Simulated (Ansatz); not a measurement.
Where the default PAW files enter, the runs use the earlier of Ansatz's two default sets.

Here is the system:

```
CELL_PARAMETERS angstrom
      3.40772     0.00000     0.00000
     -1.70386     2.95118     0.00000
      1.70386    -0.98373     2.78240
ATOMIC_POSITIONS crystal
  B  0.25000 0.75000 0.25000
  As 0.00000 0.00000 0.00000
```

Space group of this cell: F-43m, zinc blende. The cell is taken as given; by r2SCAN its mean pressure is -3.1 GPa.

Computed with r2SCAN (plane waves, PAW; Ansatz, a first-principles code).

The current runs along the normal of the first two printed vectors; no spin-orbit coupling. Scaled by the factor s: both lengths across the current (ions clamped). Meshes 12×12×12 and 12×12 across the current in all rows.

| s | mean pressure (GPa) | slowest mid-gap decay constant κ (1/Å) |
|---|---|---|
| 0.98 | 2.6 | ? |
| 1.00 | -3.1 | 0.122 |
| 1.02 | -7.7 | 0.132 |

Task: Take the slope of the slowest mid-gap decay constant κ against ln s from the two given rows, extrapolate to s = 0.98, and say what the run there gives.

Result: Slope = (0.132 − 0.122) / ln 1.02 = 0.505 1/Å. The line gives 0.122 + (0.505) × ln 0.98 = 0.112 1/Å. The run gives 0.114 1/Å, 0.002 1/Å over the line, 22 % of the predicted step.
